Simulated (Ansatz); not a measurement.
Base system: BiB in the zinc blende structure (space group F-43m, No. 216; a = 5.456 Å; a hypothetical phase, not in the database extracts checked).

One thing is altered: a hydrostatic pressure of 7 GPa.

Levels (all Ansatz, a first-principles code, PAW): PBEsol (420 eV, spin-orbit coupling left out); HSE06 (420 eV, scalar-relativistic without spin-orbit coupling).

The geometry is relaxed with PBEsol.

PBEsol lowest conduction level above the VBM at special points: L 0.74 eV; X 0.76 eV; Γ 0.98 eV

How does going to HSE06 change the lowest conduction level above the VBM at special points?

The lowest conduction level above the VBM at special points changes from L 0.74 eV; X 0.76 eV; Γ 0.98 eV to L 1.34 eV; X 1.27 eV; Γ 1.68 eV.

Single points use the geometry relaxed with PBEsol. HSE06 gaps are upper bounds (no full band path). The levels and masses belong to the bands next to the band gap. Load acts through the strain it causes; cell and atoms are relaxed under it. Whether these cells are dynamically stable was not tested. No other phases were tried under pressure.
